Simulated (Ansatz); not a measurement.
Effect of tensor shear ε_xy = +1.43 % on Ir

Start from Ir in the fcc (Cu type) structure (space group Fm-3m, No. 225; a = 3.831 Å; relaxed with 0.1 eV smearing). Axes: x, y, z lie along the cube axes.

It is then changed as follows: a pure shear with ε_xy = ε_yx = 0.0143; the atoms relax in the strained cell.

Computed with PBEsol in Ansatz (plane waves to 420 eV, PAW, without spin-orbit coupling). k-mesh 29×29×29 (Γ-centred); smearing 0.1 eV (Fermi–Dirac).

- Volume per atom: 14.05 Å³ (base 14.06 Å³)
- Shortest interatomic distance: 2.670 Å (base 2.709 Å)
- Energy relative to the base (free energy F): +10 meV/atom
- Pressure (mean of the normal stresses, compression positive): 0.4 GPa (base 0.0 GPa)
- Band gap: zero (base zero)
- Stress (xx, yy, zz, yz, xz, xy; compression positive): (0.6, 0.6, 0.0, 0.0, 0.0, -8.1) GPa

Whether these cells are dynamically stable was not tested. All final runs are without spin polarisation.

Ansatz is an electronic-structure program.
